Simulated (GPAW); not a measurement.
GPAW run on TaN (P3m1, 2 atoms in the cell): self-consistent single point.

Method of the run: PBEsol, GPAW PAW datasets PBEsol (made by gpaw-setup) (plane waves; GPAW 25.7.0).

```
TaN
1.0
    2.94876     0.00000     0.00000
   -1.47438     2.55370     0.00000
    0.00000     0.00000     2.89885
Ta N
1 1
Direct
  0.00000   0.00000   0.51725
  0.66667   0.33333   0.00000
```

Reference input (self-consistent single point, DFT PBEsol, plane waves, GPAW PAW datasets PBEsol (made by gpaw-setup)): mode = pw; ecut = 900 eV; xc = PBEsol; kpts = 5 5 4; mesh shift (steps) = 0 0 0; occupations.name = fermi-dirac; occupations.width = 0.1 eV; nbands = -8; symmetry.symmorphic = false; symmetry.tolerance = 0.0005; maxiter = 120. This run's input differs from it in these lines:

```diff
@@ -13,2 +13,3 @@
 calc = GPAW(mode=PW(900),
+            h=0.25,
             xc='PBEsol',
```

Output, abridged:

```
Input parameters:
  h: 0.25
  kpts: {gamma: True,
         size: (5, 5, 4)}
  maxiter: 120
  mode: {ecut: 900.0000000000001,
         name: pw}
  nbands: -8
  occupations: {fixmagmom: False,
                name: fermi-dirac,
                width: 0.1}
  symmetry: {symmorphic: False,
             tolerance: 0.0005}
  xc: PBEsol

species:
  Ta:
    name: Tantalum
    Z: 73.0
    valence: 13
    core: 60
    charge: 0.0
    file: Ta.PBEsol.gz

    # Using partial waves for Ta as LCAO basis

  N:
    name: Nitrogen
    Z: 7.0
    valence: 5
    core: 2
    charge: 0.0
    file: N.PBEsol.gz

    # Using partial waves for N as LCAO basis

Reference energy: -425522.110399  # eV

Spin-paired calculation

Convergence criteria:
 Maximum [total energy] change in last 3 cyles: 0.0005 eV / valence electron
 Maximum integral of absolute [dens]ity change: 0.0001 electrons / valence electron
 Maximum integral of absolute [eigenst]ate change: 4e-08 eV^2 / valence electron
 Maximum number of scf [iter]ations: 120

Symmetries present (total): 6
Symmetries with fractional translations: 0
100 k-points: 5 x 5 x 4 Monkhorst-Pack grid + [0.000000,0.000000,1/8]
17 k-points in the irreducible part of the Brillouin zone
       k-points in crystal coordinates                weights
   0:     0.00000000    0.00000000    0.00000000          1/100
   1:     0.00000000    0.00000000    0.25000000          2/100
   2:     0.00000000    0.00000000    0.50000000          1/100
   [... 7 lines left out ...]
          ...
  16:     0.40000000    0.40000000    0.50000000          6/100

Traceback (most recent call last):
   [... frames left out ...]
AssertionError
```

The program stopped before any SCF iteration. 

The starting cell comes from a database of computed structures (which also holds hypothetical and non-ambient phases and stackings), without a prior relaxation at this level. Its lattice was rescaled by up to half a per cent. One atom was moved a little off its site on purpose. Spin-orbit coupling is off.
